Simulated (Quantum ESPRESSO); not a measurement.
A user runs Quantum ESPRESSO on Li3Cd (I4/mmm, 4 atoms in the cell) and asks whether the run is sound. The aim is a self-consistent single point with DFT, LDA (PZ), plane waves, GBRV 1.5 ultrasoft (LDA) pseudopotentials.

Cell that was meant: a = 4.9160 Å, b = 4.9160 Å, c = 4.9160 Å, α = 74.73°, β = 50.83°, γ = 50.83°.

Part of the input:

```fortran
 mixing_beta = 0.4
/
ATOMIC_SPECIES
Li     6.9400  cd_lda_v1.uspp.F.UPF
Cd   112.4140  li_lda_v1.4.uspp.F.UPF
ATOMIC_POSITIONS alat
Li  -0.5000000000    0.0000000000    0.4630030915
Li  0.0000000000    0.5000000000    0.4630030915
Li  0.0000000000    0.0000000000    0.9260061830
Cd  0.0000000000    0.0000000000    0.0000000000
K_POINTS automatic
11 11 11  0 0 0
```

Output (repeated stretches shortened):

```
     G-vector sticks info
     --------------------
     sticks:   dense  smooth     PW     G-vecs:    dense   smooth      PW
   [... lines left out ...]
         4        Cd     tau(   4) = (   0.0000000   0.0000000   0.0000000  )

     number of k points=   126  Fermi-Dirac smearing, width (Ry)=  0.0073

     Number of k-points >= 100: set verbosity='high' to print them.

     Dense  grid:    22377 G-vectors     FFT dimensions: (  45,  45,  45)

     Smooth grid:    16073 G-vectors     FFT dimensions: (  40,  40,  40)

     Initial potential from superposition of free atoms

     starting charge      37.0492, renormalised to      39.0000

     negative rho (up, down):  6.090E-02 0.000E+00
     Self-consistent Calculation

     iteration #  1     ecut=    40.00 Ry     beta= 0.40

     negative rho (up, down):  5.743E-02 0.000E+00

     total energy              =    -357.68259038 Ry
     estimated scf accuracy    <       1.12359307 Ry

     iteration #  2     ecut=    40.00 Ry     beta= 0.40

     negative rho (up, down):  5.795E-02 0.000E+00

     total energy              =    -357.91102177 Ry
     estimated scf accuracy    <       0.01233371 Ry

     iteration #  3     ecut=    40.00 Ry     beta= 0.40

     negative rho (up, down):  5.928E-02 0.000E+00

     total energy              =    -357.91280713 Ry
     estimated scf accuracy    <       0.00393146 Ry

   [... 6 blocks of this kind left out ...]

     iteration # 10     ecut=    40.00 Ry     beta= 0.40

     negative rho (up, down):  5.957E-02 0.000E+00

     total energy              =    -357.91382732 Ry
     estimated scf accuracy    <          2.6E-10 Ry

     iteration # 11     ecut=    40.00 Ry     beta= 0.40

     negative rho (up, down):  5.957E-02 0.000E+00
     End of self-consistent calculation

     Number of k-points >= 100: set verbosity='high' to print the bands.

     the Fermi energy is    11.4692 ev

!    total energy              =    -357.91382732 Ry
     estimated scf accuracy    <          4.7E-11 Ry
     smearing contrib. (-TS)   =      -0.00212622 Ry
     internal energy E=F+TS    =    -357.91170110 Ry

     convergence has been achieved in  11 iterations

     negative rho (up, down):  5.957E-02 0.000E+00

     Forces acting on atoms (cartesian axes, Ry/au):

     atom    1 type  1   force =    -0.00000000    0.00000000    0.00000000
   [... zero for the other atoms too ...]

     Total force =     0.000000     Total SCF correction =     0.000000

     negative rho (up, down):  5.957E-02 0.000E+00
          total   stress  (Ry/bohr**3)                   (kbar)     P=       26.93
   0.00020933   0.00000000   0.00000000           30.79        0.00        0.00
   0.00000000   0.00020933  -0.00000000            0.00       30.79       -0.00
   0.00000000  -0.00000000   0.00013045            0.00       -0.00       19.19

   JOB DONE.
```

Problem. Is this run sound? If not, what is wrong?

Solution. The run is not sound. The fault is potential files assigned to the wrong elements. Each file describes one element; swapped files give the atoms the wrong cores and charges. To fix it, match the files to the elements. The run converged in 11 iterations without an error; against the sound input the pressure goes from -1.35 to 2.69 GPa. The full log also holds: “c_bands:  2 eigenvalues not converged”.

An input that runs soundly differs in these lines (not the only fix; some lines may just follow from the change or write a value another way):
```diff
-Li     6.9400  cd_lda_v1.uspp.F.UPF
-Cd   112.4140  li_lda_v1.4.uspp.F.UPF
+Li     6.9400  li_lda_v1.4.uspp.F.UPF
+Cd   112.4140  cd_lda_v1.uspp.F.UPF
-Li  -0.5000000000    0.0000000000    0.4630030915
-Li  0.0000000000    0.5000000000    0.4630030915
-Li  0.0000000000    0.0000000000    0.9260061830
-Cd  0.0000000000    0.0000000000    0.0000000000
+Li   -0.5000000000    0.0000000000    0.4630030915
+Li    0.0000000000    0.5000000000    0.4630030915
+Li    0.0000000000    0.0000000000    0.9260061830
+Cd    0.0000000000    0.0000000000    0.0000000000
```

With that input, the run converged in 15 iterations: free energy E − TS -2142.4303 eV; Fermi level (on the code's own zero) 4.41 eV; pressure -1.35 GPa (DFT, LDA (PZ), plane waves, GBRV 1.5 ultrasoft (LDA) pseudopotentials).

On the sound input: the starting cell comes from a database of computed structures (which also holds hypothetical and non-ambient phases and stackings), without a prior relaxation at this level. Its lattice was rescaled by a random factor within 2.5 % of one.
